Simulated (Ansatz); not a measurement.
A computed series for SnSe2: response to strain

The reference is SnSe$_{2}$ in the CdI2 type structure (space group P-3m1, No. 164; a = 3.840 Å, c = 6.007 Å; layered, stacked along the Cartesian z axis).

Strains are applied to the cell and any free atomic positions relax.

All numbers come from PBE-D3(BJ) in Ansatz (plane waves to 420 eV, PAW, without spin-orbit coupling).

Notes on the quantities. energy relative to the base: free energy F.

```json
[
 {"isotropic strain (%)": "-2", "energy relative to the base (meV/atom)": "12.6"},
 {"isotropic strain (%)": "-1.5", "energy relative to the base (meV/atom)": "7.0"},
 {"isotropic strain (%)": "-0.5", "energy relative to the base (meV/atom)": "?"},
 {"isotropic strain (%)": "0", "energy relative to the base (meV/atom)": "0.0"},
 {"isotropic strain (%)": "1", "energy relative to the base (meV/atom)": "2.8"},
 {"isotropic strain (%)": "1.5", "energy relative to the base (meV/atom)": "6.2"},
 {"isotropic strain (%)": "2", "energy relative to the base (meV/atom)": "10.7"},
 {"isotropic strain (%)": "2.5", "energy relative to the base (meV/atom)": "16.5"},
 {"isotropic strain (%)": "3", "energy relative to the base (meV/atom)": "23.2"}
]
```

Task: Fit ΔE = Aε² + Bε³ (ε in %) to the rows shown and predict the withheld row.

Result: Least squares on the printed values gives A = 2.92 and B = -0.12 meV/atom (largest residual 0.1 meV/atom); this predicts 0.7 meV/atom, and the run gives 0.7 meV/atom, in agreement.

Stability against distortions was not tested.

Ansatz is an electronic-structure program.
